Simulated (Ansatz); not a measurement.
Base system: ZrO₂ in the fluorite structure (space group Fm-3m, No. 225; a = 5.089 Å).

Level of theory: r2SCAN (Ansatz, a program for electronic structure), spin-orbit coupling left out.

Base values:

Valley order: Γ 3.89 eV; X along ⟨100⟩ 4.29 eV; a point along ⟨110⟩, about 0.8 Å⁻¹ from Γ 4.29 eV; L along ⟨111⟩ 4.50 eV
Density: 6.21 g/cm³

One thing is altered: cell and atoms relaxed at a pressure of 4.5 GPa.

### Question
Predict the new valley order and density.

### Answer
The valley order (the lowest conduction-band minima on the path, energy above the VBM, named in the base's zone) changes from Γ 3.89 eV; X along ⟨100⟩ 4.29 eV; a point along ⟨110⟩, about 0.8 Å⁻¹ from Γ 4.29 eV; L along ⟨111⟩ 4.50 eV to Γ 3.94 eV; a point along ⟨110⟩, about 0.8 Å⁻¹ from Γ 4.35 eV; X along ⟨100⟩ 4.36 eV; L along ⟨111⟩ 4.57 eV; the density increases by 0.106 g/cm³ (6.21 g/cm³ → 6.31 g/cm³).

The levels and masses belong to the bands next to the band gap. Load acts through the strain it causes; cell and atoms are relaxed under it. Stability against distortions was not tested. This is not the structure that ZrO2 has at room temperature and ambient pressure.
